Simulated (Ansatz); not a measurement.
Consider TiN in the rock salt structure (space group Fm-3m, No. 225; a = 4.2339 Å; relaxed with 0.1 eV smearing).

All numbers come from DFT with r2SCAN, PAW potentials and a 500 eV plane-wave cutoff in Ansatz (a first-principles code), without spin-orbit coupling, earlier PAW set.

For the base:

- Pressure: 0.0 GPa

It is then changed as follows: the cell is scaled by 1.0415 in all directions; the atoms relax in the strained cell.

Q: What does the calculation give for the energy relative to the base and pressure after the change?

A: The energy rises by 119 meV/atom; the pressure goes from zero to -27.8 GPa.

Whether these cells are dynamically stable was not tested. All final runs are without spin polarisation. An odd electron count without spin: TiN.
